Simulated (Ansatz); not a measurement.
Worked example: relaxation of cell and atoms of Au (Fm-3m, 1 atom in the cell) in Ansatz (an electronic-structure program).

Level of theory: PBEsol, default PAW files made with PBE (plane waves; Ansatz).

The change in words: atoms on their sites; basis.ecutwfc: 420 eV → 250 eV; relax: default → cell and atoms. Reference geometry:
```
Au
1.0
    0.00000     2.03388     2.03388
    2.03388     0.00000     2.03388
    2.03388     2.03388     0.00000
Au
1
Direct
  0.00000   0.00000   0.00000
```

Reference input (self-consistent single point, DFT, PBEsol, plane waves, default PAW files made with PBE): basis.ecutwfc = 420 eV; kpoints.mp_grid.grid = 14 14 14; hamiltonian.xc = pbesol; hamiltonian.pseudopotentials = {kind: paw} (the program's default PAW files); scf.occupations.method = fermi_dirac; scf.occupations.width = 0.1 eV. This run's input differs from it in these lines:

Ansatz 0.2 input:
```diff
@@ -8,3 +8,3 @@
 basis:
-  ecutwfc: 420.0 eV
+  ecutwfc: 250.0 eV
 kpoints:
@@ -20,2 +20,4 @@
     width: 0.1 eV
+relax:
+  cell: {}
 output:
```

Output, abridged:

```
   [... SCF lines of the steps left out ...]
relax step   1: F+E_penalty+E_count = -13005.85197459 eV  Δ(F+E_penalty+E_count) = +0.000e0 eV  max|allowed force component| = 0.000e0 eV/Å  Δτ_max = 0.0000 Å  P = +4.047 GPa  Ω = 16.827 Å³  (6 SCF iters, dr2 threshold 1.00e-7 eV, accepted)
relax step   2: F+E_penalty+E_count = -13005.14878906 eV  Δ(F+E_penalty+E_count) = +7.032e-1 eV  max|allowed force component| = 0.000e0 eV/Å  Δτ_max = 0.0000 Å  P = -40.664 GPa  Ω = 17.917 Å³  energy of the carried Pulay correction = -5.780e-1 eV  [...]
   [... lines left out ...]
relax step 120: F+E_penalty+E_count = -13005.87675452 eV  Δ(F+E_penalty+E_count) = -1.419e-3 eV  max|allowed force component| = 0.000e0 eV/Å  Δτ_max = 0.0000 Å  P = +0.000 GPa  Ω = 17.147 Å³  energy of the carried Pulay correction = +1.418e-3 eV  (4 [...]
relax step 121: F+E_penalty+E_count = -13005.86024798 eV  Δ(F+E_penalty+E_count) = +1.651e-2 eV  max|allowed force component| = 0.000e0 eV/Å  Δτ_max = 0.0000 Å  P = +0.104 GPa  Ω = 17.147 Å³  stress off target by 1.04e-1 GPa  SCF on the basis [...]
basis re-selected at this cell: Δ(F+E_penalty+E_count) = +1.651e-2 eV, ΔP = +0.104 GPa vs the last step
   [... lines left out ...]
Free energy (F): -13005.860248 eV
Fermi energy:    20.225538 eV
Error: variable-cell relaxation did not converge after 121 `relax_step` rows, as none of its last 56 fresh-basis SCF(s) at a relaxed cell met both thresholds with a finite energy. The last misses `relax.cell.stress_tol`: largest allowed force component 0.00e0 eV/Å (`relax.f_tol` 1.00e-2 eV/Å), stress off the target on the free part of the cell 1.04e-1 GPa (`relax.cell.stress_tol` 5.00e-2 GPa), F+E_penalty+E_count -13005.86024798 eV. The closest is row 25, whose structure comes with this error. Larger ratio of force or stress to its threshold at each such SCF whose figures are numbers: 51.800, 31.471, 12.517, 2.193, 3.474, 2.113, 2.241, 2.020, 2.149, 2.036, 2.136, 2.047, 2.125, [...]
   [... lines left out ...]
to start a new deck from the relaxed geometry:
  cell:  # Å, volume = 17.1476 Å³
    - [-4.090429321101459e-33, 2.046716384036154, 2.046716384036154]
    - [2.046716384036154, -1.4290926259386823e-33, 2.046716384036154]
    - [2.046716384036154, 2.046716384036154, -5.1775747145200395e-33]
  atoms:
    - { symbol: Au, position: [0.0, 0.0, 0.0] }
```

The relaxation ended unconverged. 

The starting cell has typed, rounded lattice constants, without a prior relaxation at this level. Its lattice was rescaled by up to half a per cent. The cutoff lies below the one recommended for these files.

Cost on one core of a shared machine: roughly 2 min.
